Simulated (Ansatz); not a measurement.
Pt on the 1x1 (101) surface of anatase TiO2 (cut with top plane O), one in a 2x1 cell, energies for each (39.6 Å²). Energies are against an atom of fcc Pt, without zero-point or thermal terms; each row is named by its start (#2, #3: further inequivalent places of a kind).

Host crystal: anatase TiO2, with a band gap (PBE, scalar-relativistic without spin-orbit coupling).

The numbers are results of PBE (plane waves to 420 eV, PAW; Ansatz, an electronic-structure program), not measurements.

Model: 37-atom slab, 9.4 Å thick at the start under the adsorbate (thin: gaps and levels are the slab's own), 3x4x1 mesh, Fermi-Dirac 0.01 eV, dipole correction, 14 atoms held, the rest relaxed; each run with such symmetry as its start has; spin-polarised, no spin-orbit, no U, no dispersion correction.

A negative adsorption energy means that the adsorbate is more stable on the surface than in its reference. Starts that drift may end in the same place. Heights count from the host atoms within 0.3 Å of the top one.

```json
[
 {"starting site": "top O", "E_ads (eV)": "3.57", "height (Å)": "1.55", "nearest host atom (Å)": "O 1.91", "bonded to": "O + Ti", "change of the vacuum step (eV)": "-1.15", "lateral drift (Å)": "1.0", "moment (μB)": "0.0"},
 {"starting site": "top O #2", "E_ads (eV)": "3.64", "height (Å)": "0.84", "nearest host atom (Å)": "O 1.97", "bonded to": "O + 3 Ti", "change of the vacuum step (eV)": "-1.16", "lateral drift (Å)": "0.6", "moment (μB)": "0.0"},
 {"starting site": "over Ti at depth 0.9 Å", "E_ads (eV)": "3.57", "height (Å)": "1.55", "nearest host atom (Å)": "O 1.91", "bonded to": "O + Ti", "change of the vacuum step (eV)": "-1.14", "lateral drift (Å)": "0.6", "moment (μB)": "0.0"},
 {"starting site": "over Ti at depth 1.4 Å", "E_ads (eV)": "3.71", "height (Å)": "1.26", "nearest host atom (Å)": "O 1.91", "bonded to": "O + Ti", "change of the vacuum step (eV)": "-0.86", "lateral drift (Å)": "0.1", "moment (μB)": "0.0"},
 {"starting site": "hollow O-O-O over O at depth 4.4 Å", "E_ads (eV)": "2.70", "height (Å)": "0.12", "nearest host atom (Å)": "O 2.02", "bonded to": "2 O + 4 Ti", "change of the vacuum step (eV)": "-0.09", "lateral drift (Å)": "0.4", "moment (μB)": "0.0"},
 {"starting site": "bridge O-O-O (span 3.8 Å)", "E_ads (eV)": "2.70", "height (Å)": "0.12", "nearest host atom (Å)": "O 2.02", "bonded to": "2 O + 4 Ti", "change of the vacuum step (eV)": "-0.09", "lateral drift (Å)": "0.2", "moment (μB)": "0.0"},
 {"starting site": "bridge O-O (span 2.8 Å)", "E_ads (eV)": "3.57", "height (Å)": "1.55", "nearest host atom (Å)": "O 1.91", "bonded to": "O + Ti", "change of the vacuum step (eV)": "-1.14", "lateral drift (Å)": "0.9", "moment (μB)": "0.0"}
]
```
